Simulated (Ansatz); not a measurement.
**One-dimensional LiCl body, 8 atoms a period**

Levels: PBE (plane waves to 420 eV, PAW; Ansatz, a quantum-chemistry and plane-wave program); r2SCAN (plane waves to 500 eV, PAW; Ansatz); HSE06 (Ansatz). Unmarked values and the geometry are of the first. Mesh 1×1×62. No spin polarisation. Isolated but for its images some 11 Å away. A hypothetical model. Only distortions within the start's symmetry and period were free. HSE06 ran on a 1×1×4 mesh and at PBE's edge points. Buckling under compression is shut out by symmetry and the short period.

* **period along the axis (8 atoms)**: 4.657 Å
* **largest distance between nuclei across the axis**: 3.85 Å
* **PBE gap**: 6.00 eV, direct at Γ
* **electron mass along the axis (PBE)**: 0.71 mₑ
* **hole mass along the axis (PBE)**: 1.8 mₑ
* **valence and conduction edges under the vacuum level (PBE)**: 7.31 and 1.31 eV
* **r2SCAN gap at this geometry**: 6.87 eV
* **HSE06 gap at this geometry**: 7.20 eV
* **axial stiffness dF/dε**: 25 nN

```yaml
crystal:
  lattice:
    - [13.50000, 0.00000, 0.00000]
    - [0.00000, 13.50000, 0.00000]
    - [0.00000, 0.00000, 4.65697]
  atoms:
    - { symbol: Li, position: [0.42091, 0.42091, 0.00000] }
    - { symbol: Cl, position: [0.39912, 0.39912, 0.50000] }
    - { symbol: Cl, position: [0.39912, 0.60088, 0.00000] }
    - { symbol: Li, position: [0.42091, 0.57909, 0.50000] }
    - { symbol: Cl, position: [0.60088, 0.39912, 0.00000] }
    - { symbol: Li, position: [0.57909, 0.42091, 0.50000] }
    - { symbol: Li, position: [0.57909, 0.57909, 0.00000] }
    - { symbol: Cl, position: [0.60088, 0.60088, 0.50000] }
```
